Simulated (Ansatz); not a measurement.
# A computed series for HfS2: pressure series

Start from HfS2 in the CdI2 type structure (space group P-3m1, No. 164; a = 3.548 Å, c = 5.577 Å; layered, stacked along the Cartesian z axis).

Cell and atoms are relaxed at each pressure.

Computed with PBEsol-D3(BJ), PAW, 420 eV (Ansatz, an electronic-structure program; no spin-orbit coupling).

Candidates:
(a) pressure 9 GPa
(b) pressure 45 GPa
(c) pressure 30 GPa
(d) pressure 4.2 GPa

For the base:

```
Property   Result
---------  ------
c/a ratio   1.572
```

**Question.** Order them by c/a ratio, lowest first.

**Answer.** (a) pressure 9 GPa (1.534), (d) pressure 4.2 GPa (1.542), (c) pressure 30 GPa (1.578), (b) pressure 45 GPa (1.621)

A case with no gap was solved on a k-mesh chosen for an insulator, which is coarse for it. Load acts through the strain it causes; cell and atoms are relaxed under it. Whether these cells are dynamically stable was not tested. Competing high-pressure phases were not computed. The final runs are not spin-polarised.
